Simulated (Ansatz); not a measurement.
System: C11b MoSi2. Method: r²SCAN (PAW; Ansatz, a quantum-chemistry and plane-wave program).

Numerical settings: plane-wave cutoff 560 eV, 24×24×24 k mesh, Fermi–Dirac smearing 0.05 eV, no spin polarisation, scalar-relativistic PAW data made under PBE.

Shape and atoms are relaxed at each volume.

Pressure at four volumes; x = ln(V/13.358 Å³). One pressure is withheld.

```json
[
 {"V (Å³/atom)": "12.824", "x": "-0.0408", "P (GPa)": "9.72"},
 {"V (Å³/atom)": "13.358", "x": "0.0000", "P (GPa)": "0.00"},
 {"V (Å³/atom)": "13.625", "x": "0.0198", "P (GPa)": "-4.12"},
 {"V (Å³/atom)": "13.893", "x": "0.0393", "P (GPa)": "?"}
]
```

Question: Pass a parabola P(x) through the three rows shown, estimate the bulk modulus and its pressure derivative near zero pressure, and predict the withheld pressure.

Answer: Slopes between the rows: (0.00 − (9.72))/(0.0000 − (-0.0408)) = -238.24 and (-4.12 − (0.00))/(0.0198 − (0.0000)) = -208.08 GPa. Their difference over the span 0.0606 is c = 30.16/0.0606 = 497.7 GPa, so P(x) = 9.72 + (-238.24)(x − (-0.0408)) + 497.7 (x − (-0.0408))(x − (0.0000)). At the middle row B = −dP/dx = −[-238.24 + 497.7 × 0.0408] = 217.9 GPa, and B′ = dB/dP = 2c/B = 4.6. At x = 0.0393 the parabola gives -7.80 GPa; the run gives -7.81 GPa. The Birch–Murnaghan fit to the energies at all volumes has B0 = 217 GPa and B′ = 4.5.

Measured, for comparison: bulk modulus 222 ± 2 GPa (room temperature, no zero-point or thermal correction, B' = 4; as tabulated in Structural stability of MoSi2 and Mo5Si3 under high pressure, Chin. Phys. B 26 …). Computed (rounded) less measured: bulk modulus -2 %.

Note: the bulk modulus comes from volumes at which shape and atoms were relaxed.
